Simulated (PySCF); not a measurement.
PySCF 2.14.0, B3LYP/def2-svp, df: Hf(Cl)(OMe)(NH2)2 (C[O][Hf]([NH2])([NH2])[Cl]), 13 atoms. The geometry is a generated start, not checked to be a minimum at this level.

```
Item                                                Result
-------------------------  -------------------------------
task                                                energy
method                                               b3lyp
basis                                             def2-svp
two-electron scheme                        density fitting
mol.max_memory                                     3000 MB
mf.max_cycle                                           100
mf.init_guess                              minao (default)
mf.DIIS                                    CDIIS (default)
mf.conv_tol                                1e-09 (default)
mf.grids.level                                 3 (default)
effective core potentials  those of the basis set, past Kr
basis functions                                        141
grid points                                         167336
```

```xyz
13

Hf    -0.3984    -0.0929     0.5657
Cl     0.8570    -0.9770     2.2635
O      0.0663    -1.0841    -0.9596
C      1.4251    -0.9695    -1.2734
H      2.0548    -1.1805    -0.3891
H      1.6767    -1.7004    -2.0528
H      1.6518     0.0396    -1.6573
N     -2.3854    -0.1020     0.7347
H     -2.9743    -0.1755    -0.0932
H     -2.9881    -0.1880     1.5464
N      0.3666     1.7542     0.3191
H      0.8262     2.1835     1.1259
H     -0.1781     2.4926    -0.1301
```

Charge 0 and multiplicity 1 are set for this test and not shown to be the ground state.

One run each on 2 threads, 1 BLAS thread. Values of diis_space tried: 3, 5, 8 (default), 12, 20.

Task: Which value of diis_space needs the fewest Fock builds, and what happens away from it?

Result: Fewest Fock builds, within one of each other: 5 with 14, 8 (default) with 13, 12 with 13, 20 with 13. The count rises to 21 at 3. All converge to one solution.

```csv
diis_space,Fock builds,end
3,21,same solution
5,14,same solution
8 (default),13,same solution
12,13,same solution
20,13,same solution
```
